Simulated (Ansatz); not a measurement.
## TiTe2: pressure series

Base system: TiTe2 in the CdI2 type structure (space group P-3m1, No. 164; a = 3.697 Å, c = 6.384 Å; layered, stacked along the Cartesian z axis).

Cell and atoms are relaxed at each pressure.

Method: PBE-D3(BJ) (Ansatz, a first-principles code; PAW; 420 eV plane waves; scalar-relativistic without spin-orbit coupling).

Candidates:
(a) pressure 15 GPa
(b) pressure 50 GPa
(c) pressure −2 GPa
(d) pressure 75 GPa

Base values:

```
Quantity   Value
---------  -----
c/a ratio  1.727
```

### Question
Order them by c/a ratio, highest first.

### Answer
(d) pressure 75 GPa (1.828), (b) pressure 50 GPa (1.799), (c) pressure −2 GPa (1.764), (a) pressure 15 GPa (1.736)

Load acts through the strain it causes; cell and atoms are relaxed under it. Stability against distortions was not tested. No other phases were tried under pressure. The final runs are not spin-polarised.
